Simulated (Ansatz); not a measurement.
System: quartz-high SiO2 (high-temperature phase). Method: r²SCAN (Ansatz, a program for electronic structure, PAW).

Settings: plane-wave cutoff 560 eV, 12×12×6 k mesh (along the axes of the cell as run), Fermi–Dirac smearing 0.01 eV, scalar-relativistic PAW data made under PBE.

Computed at the level's own relaxed cell.

**Question.** Give the computed volume per atom, lattice parameter c, pressure derivative B′ of the bulk modulus and bulk modulus B0.

**Answer.** 
* **volume per atom**: 13.65 Å³/atom
* **lattice parameter c**: 5.540 Å
* **pressure derivative B′ of the bulk modulus**: 2.3
* **bulk modulus B0**: 145 GPa

Note: symmetry holds this phase in the static calculation, where it need not be a minimum; held by symmetry at 0 K, a high-temperature phase can be a saddle point; the bulk modulus comes from volumes at which shape and atoms were relaxed.
